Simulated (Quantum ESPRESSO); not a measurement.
σxx against uniaxial strain in fcc Ag (space group 225): C11 (Quantum ESPRESSO, LDA)

```
CELL_PARAMETERS angstrom
      0.00000     2.00246     2.00246
      1.97242     0.00000     2.00246
      1.97242     2.00246     0.00000
ATOMIC_POSITIONS crystal
  Ag 0.00000 0.00000 0.00000
```

Method: LDA (PZ), GBRV 1.5 ultrasoft (LDA) pseudopotentials (plane waves; Quantum ESPRESSO 7.5). Settings: ecutwfc = 52 Ry; ecutrho = 416 Ry; occupations = smearing; smearing = fd; degauss = 0.0036749 Ry; potentials = {Ag: ag_lda_v1.4.uspp.F.UPF}; K_POINTS = automatic 38 38 38 0 0 0; conv_thr = 1e-10 Ry; mixing_beta = 0.5. The cell above is the first row's. The rows stretch one cube axis (x) by the strain ε and hold the other two. Stress is positive in tension. In all rows the k mesh is held.

```csv
ε (%),σxx (GPa)
-1.5,?
-1.0,-1.58
-0.5,-0.73
0.0,0.10
0.5,0.90
1.0,1.68
1.5,2.44
2.0,3.17
```

Question: Using a parabola, estimate the missing σxx at ε = -1.5 from the other rows, showing the fit.

Answer: Least squares gives σxx = 0.098 + 1.6307·ε - 0.0471·ε². Residuals (row less fit): 0.000, -0.001, 0.002, -0.002, -0.002, 0.002, -0.001; standard error 0.002 (degrees of freedom: 4). The slope at ε = 0, 1.6307 GPa per cent, gives C11 ≈ 100 × 1.6307 = 163 GPa, for the static lattice. At the withheld row, σxx = 0.098 + 1.6307 × (-1.5) - 0.0471 × (-1.5)² = -2.454 GPa. The calculation gives -2.46 GPa, 0.006 GPa below the prediction (0.1 % of the range of σxx in the table). The row lies outside the fitted rows, so this is an extrapolation.

Carrying the step between the two nearest rows on in a straight line would have given -2.43, off by 0.03; series whose last step already gives the withheld value aren't shown. The reference cell has the volume at which an earlier scan in this program and functional put its minimum by a fit. The unstrained cell stands at a pressure of -0.10 GPa, and the constants belong to that pressure. Without a gap such slopes are sensitive to mesh and smearing. Cutoffs and mesh are single choices, not tested for convergence of this quantity. Series with a scatter that would blur these digits, or in which a gap closes, are not shown. Strain series were run only where this level's volume lies within 10 % of a first guess from the measured size.
